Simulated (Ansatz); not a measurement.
Input for (Ru,Ir) alloy cell Ir7Ru (hexagonal close-packed start):

Ansatz 0.2 input:
```yaml
crystal:
  lattice:
    - [0.000440614, -4.778476165, -4.389656045]
    - [-0.000440406, 4.778476085, -4.389655958]
    - [5.517645727, -0.000508615, 4.389655872]
  atoms:
    - { symbol: Ir, position: [0.585482906, 0.418511334, 0.251471044] }
    - { symbol: Ir, position: [0.206126247, 0.539118117, 0.9984778] }
    - { symbol: Ir, position: [0.709359341, 0.042351116, 0.998477422] }
    - { symbol: Ir, position: [0.331369318, 0.164720882, 0.749888661] }
    - { symbol: Ir, position: [0.458313619, 0.79201386, 0.500244101] }
    - { symbol: Ir, position: [0.958230236, 0.291930557, 0.500243846] }
    - { symbol: Ir, position: [0.082959622, 0.915988182, 0.251471043] }
    - { symbol: Ir, position: [0.835167768, 0.668519223, 0.749888681] }
    - { symbol: Ir, position: [0.542282477, 0.209124879, 0.50140702] }
    - { symbol: Ir, position: [0.166412785, 0.333177693, 0.249590453] }
    - { symbol: Ir, position: [0.665816889, 0.833468511, 0.249285447] }
    - { symbol: Ir, position: [0.292445458, 0.95894915, 0.001394591] }
    - { symbol: Ir, position: [0.416285005, 0.583496688, 0.749781717] }
    - { symbol: Ru, position: [0.916619216, 0.081922146, 0.748541307] }
    - { symbol: Ru, position: [0.041873792, 0.708380062, 0.500253996] }
    - { symbol: Ir, position: [0.791255324, 0.458327596, -0.000417134] }
basis:
  ecutwfc: 420
  ecutrho_ratio: 4
  xc_grid: 2
kpoints:
  mp_grid: { grid: [6, 6, 6] }
hamiltonian:
  xc: pbe
  dispersion: none
  pseudopotentials: { kind: paw }
scf:
  n_extra_bands: 37
  occupations: { method: fermi_dirac, width: 0.05 }
output:
  forces: true
  stress: true
relax:
  f_tol: 0.03
  max_steps: 90
  cell: { stress_tol: 0.15 }
```

The numbers are results of PBE (plane waves to 420 eV, PAW; Ansatz, a first-principles code), not measurements. Scalar-relativistic, without spin–orbit coupling; the runs are not spin-polarised. Its k-point mesh 6×6×6, Fermi–Dirac width 0.05 eV.

**Question.** What does the end of the output print (band table and long remarks left out, numbers rounded to eight decimals)?

**Answer.** 
```
SCF converged after 8 iterations
Free energy (F): -178851.193139 eV
Harris-Foulkes:  -178851.193139 eV  (|F-HF|=5.82e-11)
Internal energy: -178851.036666 eV  (E = F + TS)
E sigma→0 (E₀):  -178851.114902 eV
Entropy (-TS):   -0.156473 eV (-9.780 meV/atom)
Fermi energy:    24.856585 eV
--- Per-component energies (eV) ---
  E_band       = -1451.448751
  E_kinetic    = 9739.897412
  E_local      = -17892.420503  (includes V_loc(G=0)·N_el)
  E_nonlocal   = 1702.179713
  E_hartree    = 6681.313338
  E_xc         = -4129.723657
  E_vxc        = -4675.922474  (∫ρ·V_xc dr)
  E_paw        = -136048.016422  (= ΣΔE_a)
  E_vpaw       = -3687.810017  (= ΣTr[D̂ρ^β])
  E_aug_tail   = 0.000443  (compensation charges beyond the density's cutoff)
  E_ewald      = -38904.266989
  E_smearing   = -0.156473  (= −TS)
  E_closure    = 0.000000  (closes the sum)
  Σ components = -178851.193139   (vs F -178851.193139, Δ=0.00e0)
--- Forces (eV/Å), atoms counted from 1 ---
  atom   1  Ir    -0.00068089     0.00008260     0.00128395
  atom   2  Ir     0.00065953     0.00022175    -0.00092939
  atom   3  Ir     0.00065953     0.00022175     0.00092939
  atom   4  Ir     0.00094551     0.00019200    -0.00143422
  atom   5  Ir     0.00044544     0.00030101     0.00074138
  atom   6  Ir     0.00044544     0.00030101    -0.00074138
  atom   7  Ir    -0.00068089     0.00008260    -0.00128395
  atom   8  Ir     0.00094551     0.00019200     0.00143422
  atom   9  Ir    -0.00083024     0.00045537    0.00000000
  atom  10  Ir    -0.00079324    -0.00022792    0.00000000
  atom  11  Ir    -0.00006625    -0.00037793    0.00000000
  atom  12  Ir    -0.00037644    -0.00078511    0.00000000
  atom  13  Ir    -0.00004666    -0.00091542    0.00000000
  atom  14  Ru    -0.00133649    -0.00113684    0.00000000
  atom  15  Ru    -0.00037577     0.00077634    0.00000000
  atom  16  Ir     0.00108593     0.00061681     0.00000000
  max |Σ_I F_I| component: 1.40e-9 eV/Å
--- Stress (GPa, compression-positive) ---
        0.116123      -0.001426      0.000000
       -0.001426       0.110527      0.000000
       0.000000      0.000000       0.132341
  P = ⅓ Tr σ = 0.1197 GPa (1.197 kbar)
--- Relaxed structure (4 steps of the walk, 4 accepted, 1 SCFs on fresh bases) ---
  F+E_penalty+E_count = -178851.19313891 eV   max|allowed force component| = 1.434e-3 eV/Å   (the final SCF, on the basis selected at the relaxed cell)
  cell:  # Å, volume = 231.1952 Å³
    - [0.00041571, -4.75586515, -4.42649568]
    - [-0.00041571, 4.75586514, -4.42649568]
    - [5.49109781, -0.00048005, 4.42649568]
  atoms:
    - { symbol: Ir, position: [0.58487547, 0.41746307, 0.25043922] }
    - { symbol: Ir, position: [0.20763726, 0.54028419, 0.99958564] }
    - { symbol: Ir, position: [0.70930145, 0.04194838, 0.99958564] }
    - { symbol: Ir, position: [0.33075284, 0.16469262, 0.74960526] }
    - { symbol: Ir, position: [0.45816051, 0.79196823, 0.50039885] }
    - { symbol: Ir, position: [0.95843062, 0.29223834, 0.50039885] }
    - { symbol: Ir, position: [0.08297615, 0.91556375, 0.25043922] }
    - { symbol: Ir, position: [0.83491264, 0.66885242, 0.74960526] }
    - { symbol: Ir, position: [0.54298518, 0.20780274, 0.50078792] }
    - { symbol: Ir, position: [0.16517159, 0.33322857, 0.24840016] }
    - { symbol: Ir, position: [0.66912374, 0.83429982, 0.25342356] }
    - { symbol: Ir, position: [0.28910338, 0.95747794, -0.00341868] }
    - { symbol: Ir, position: [0.41579636, 0.58329681, 0.74909317] }
    - { symbol: Ru, position: [0.91648988, 0.08277110, 0.74926098] }
    - { symbol: Ru, position: [0.04119622, 0.70959264, 0.50078886] }
    - { symbol: Ir, position: [0.79308671, 0.45851937, 0.00160608] }
```

Cost: very roughly 14 core-minutes.
